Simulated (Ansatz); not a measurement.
For BN in the zinc blende structure at 675 K, quasi-harmonic lattice dynamics with Ansatz (a quantum-chemistry and plane-wave program), LDA functional, plane-wave PAW gives a volume expansion coefficient α_V = 13.59 × 10⁻⁶ K⁻¹, an isothermal bulk modulus B_T = 383.8 GPa, a molar volume V_m = 7.023 cm³/mol and C_V = 37.87 J/(mol K). Dynamical quadrupoles are not included in the interpolation of the phonons between the solved wave vectors.

Question: Work out the Grüneisen parameter, C_P and the adiabatic bulk modulus.

Answer: γ = α_V B_T V_m / C_V = 0.97. C_P − C_V = α_V² B_T V_m T = 0.34 J/(mol K), so C_P = 38.21 J/(mol K). B_S = B_T C_P/C_V = B_T (1 + α_V γ T) = 387.2 GPa.

The PAW data sets were generated under PBE and serve the other functionals too.
